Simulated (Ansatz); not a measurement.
The reference is Rh in the fcc (Cu type) structure (space group Fm-3m, No. 225; a = 3.8015 Å; relaxed with 0.1 eV smearing). Axes: x, y, z lie along the cube axes.

Level of theory: r2SCAN, PAW, 500 eV (Ansatz, an electronic-structure program; spin-orbit coupling left out).

Strains are applied to the cell and any free atomic positions relax; under biaxial strain the out-of-plane vector relaxes too.

One change was made to it. Results:

The energy increases by 1.3 meV/atom; the pressure (mean of the normal stresses, compression positive) goes from zero to -1.7 GPa.

Problem. Name the change that was made.
A. isotropic strain +1.13 %
B. biaxial strain +0.57 %, plane normal [001], relaxed out of plane
C. tensor shear ε_xy = +0.27 %
D. biaxial strain +2.53 %, plane normal [001], relaxed out of plane

Solution. B, biaxial strain +0.57 %, plane normal [001], relaxed out of plane. For comparison, the pressure in the other runs: biaxial strain +2.53 %, plane normal [001], relaxed out of plane gives -6.8 GPa; tensor shear ε_xy = +0.27 % gives 0.0 GPa; isotropic strain +1.13 % gives -8.6 GPa.

Stability against distortions was not tested. All final runs are without spin polarisation. Rh lies near a magnetic instability that expansion can trigger; it was not tested.
